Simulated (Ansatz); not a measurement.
GaAs: response to strain and stress

Consider GaAs in the zinc blende structure (space group F-43m, No. 216; a = 5.667 Å). Axes: x, y, z lie along the cube axes.

Strains are applied to the cell and any free atomic positions relax; under biaxial strain the out-of-plane vector relaxes too; under stress the whole cell relaxes.

Computed with r2SCAN, PAW, 500 eV (Ansatz, a first-principles code; no spin-orbit coupling).

Candidates:
(a) uniaxial stress, 1 GPa tension along z
(b) isotropic strain −0.61 %
(c) biaxial strain −0.83 %, plane normal [001], relaxed out of plane
(d) isotropic strain −4.97 %
(e) tensor shear ε_xz = +3.59 %

For the base:

The band gap comes out as 0.96 eV.

**Question.** Order them by band gap, lowest first.

**Answer.** (e) tensor shear ε_xz = +3.59 % (0.55 eV), (a) uniaxial stress, 1 GPa tension along z (0.89 eV), (c) biaxial strain −0.83 %, plane normal [001], relaxed out of plane (1.00 eV), (b) isotropic strain −0.61 % (1.11 eV), (d) isotropic strain −4.97 % (1.45 eV)

Gaps are read on the SCF mesh and a high-symmetry path. Stability under load was not tested beyond the relaxation.
